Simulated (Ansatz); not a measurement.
# PbO: stress against strain

PbO (litharge, P4/nmm, 18.537 Å³/atom at rest, c along z) under a strain ε along a (axis x), the other axes held. PBEsol-D3(BJ) in Ansatz, a plane-wave DFT program (PAW, default set), 420 eV, 8×8×7 Γ-centred mesh, Fermi-Dirac smearing 0.05 eV; ions are relaxed within the symmetry of each cell. Stress is positive for a compressed cell.

Here s stands for strain and y for stress xx.

| strain (%) | stress xx (GPa) |
|---|---|
| -3.00 | ? |
| -1.20 | 1.01 |
| -0.60 | 0.50 |
| 0.00 | 0.00 |
| 0.60 | -0.48 |
| 1.20 | -0.94 |

Fit y of the 5 rows that show it with a straight line. Means: s 0, y 0.018. About the means, the sum of products is -2.9280 and the sum of squares of s is 3.6000; the slope is their ratio. Least squares gives y = 0.018 - 0.8133·s. Residuals (row less fit): 0.016, -0.006, -0.018, -0.010, 0.018; standard error 0.019 (degrees of freedom: 3). The slope gives the elastic constant C11 = 81 ± 1.0 GPa.

### Question
What does the fit predict for y at s = -3.00, and how far is the calculated value from it?

### Answer
y = 0.018 - 0.8133 × (-3.0) = 2.458 GPa. The calculation gives 2.63 GPa, 0.172 GPa above the prediction (4.8 % of the range of y in the table). The row lies outside the fitted rows, so this is an extrapolation. From the scatter of the fitted rows alone, a prediction at this place has a standard error of 0.036 GPa, so the miss is 4.8 times that.

One order more, fitted to all 11 runs of the series, follows each within 0.01, so the miss is the next term of a smooth law. Rows are the converged runs of the series near zero and its far end; series whose fitted rows scatter by over a few per cent of the range, as at a crossing or softening among them, aren't shown in this form. Most that stay on the fit to the last digits aren't either.
